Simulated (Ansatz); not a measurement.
Base system: ZnAu in the CsCl type structure (space group Pm-3m, No. 221; relaxed with 0.1 eV smearing).

```xyz
2
Lattice="3.1286 0.0000 0.0000 0.0000 3.1286 0.0000 0.0000 0.0000 3.1286" Properties=species:S:1:pos:R:3 pbc="T T T"
Zn     1.5643     1.5643     1.5643
Au     0.0000     0.0000     0.0000
```

Cartesian axes are those of the cell as printed.

The values are results of PBEsol in Ansatz (plane waves to 420 eV, PAW, no SOC), not measurements.

Base values:

Shortest interatomic distance: 2.709 Å
Pressure: 0.0 GPa

It is then changed as follows: a pure shear with ε_xy = ε_yx = 0.0171, atoms relaxed at fixed cell.

Question: Estimate the effect on the energy relative to the base.

Answer: The energy grows by 3.2 meV/atom.

Question: Predict the new shortest interatomic distance.

Answer: The shortest interatomic distance decreases by 0.0308 Å, from 2.709 Å to 2.679 Å.

Question: Predict the new pressure.

Answer: The pressure (mean of the normal stresses, compression positive) goes from zero to 0.2 GPa.

The cells carry an imposed strain or load. No phonon test of stability was made.

Ansatz is a program for electronic structure.
